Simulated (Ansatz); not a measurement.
Data:

```yaml
crystal:
  lattice:
    - [4.02923, 0.00000, 0.00000]
    - [-2.01461, 3.21647, 0.00000]
    - [0.00000, 0.00000, 6.17624]
  atoms:
    - { symbol: Zn, position: [0.66484, 0.32968, 0.00197] }
    - { symbol: Zn, position: [0.33516, 0.67032, 0.50197] }
    - { symbol: S, position: [0.67894, 0.35787, 0.62323] }
    - { symbol: S, position: [0.32106, 0.64213, 0.12323] }
```

No spin polarisation.

All numbers come from r2SCAN in Ansatz (plane waves to 500 eV, PAW, no SOC). k-mesh 10×10×6 (Γ-centred); smearing 0.05 eV (Fermi–Dirac).

Q: Predict the electron mass, band gap, gap character and valence-band top at Γ.

A: 
- Electron mass = 0.21 mₑ along y, 0.18 mₑ across (at Γ)
- Band gap = 2.56 eV
- Gap character = direct at Γ
- Valence-band top at Γ (three highest levels, from the VBM) = 0.00, -0.09, -0.27 eV

Load acts through the strain it causes; cell and atoms are relaxed under it. Masses are band curvatures over ±0.01 Å⁻¹ around the edge. Beyond what the load breaks, stability against distortions was not tested. The cell was made from ZnS in the wurtzite structure (space group P6_3mc, No. 186) by this change: uniaxial stress, 5 GPa tension along x.

Ansatz is an electronic-structure program.
